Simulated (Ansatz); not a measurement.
Given:

```xyz
2
Lattice="0.0000 2.9273 2.9273 2.9273 0.0000 2.9273 2.9273 2.9273 0.0000" Properties=species:S:1:pos:R:3 pbc="T T T"
Se     4.3910     4.3910     4.3910
Zn     0.0000     0.0000     0.0000
```

No spin polarisation.

Method: plane-wave PAW DFT at the r2SCAN level (Ansatz, an electronic-structure program, 500 eV), scalar-relativistic without spin-orbit coupling. k-mesh 10×10×10 (Γ-centred); smearing 0.05 eV (Fermi–Dirac).

Question: What is the computed band gap?

Answer: 1.46 eV.

Question: Predict the width of the top valence band.

Answer: 2.27 eV.

Question: What is the computed hole mass (degenerate bands, along [100])?

Answer: 0.11, 0.69, 0.69 mₑ (at Γ).

The cells carry an imposed strain or load. Effective masses come from finite differences of ±0.01 Å⁻¹. Whether these cells are dynamically stable was not tested. The cell was made from ZnSe in the zinc blende structure (space group F-43m, No. 216) by this change: isotropic strain +3.34 %.
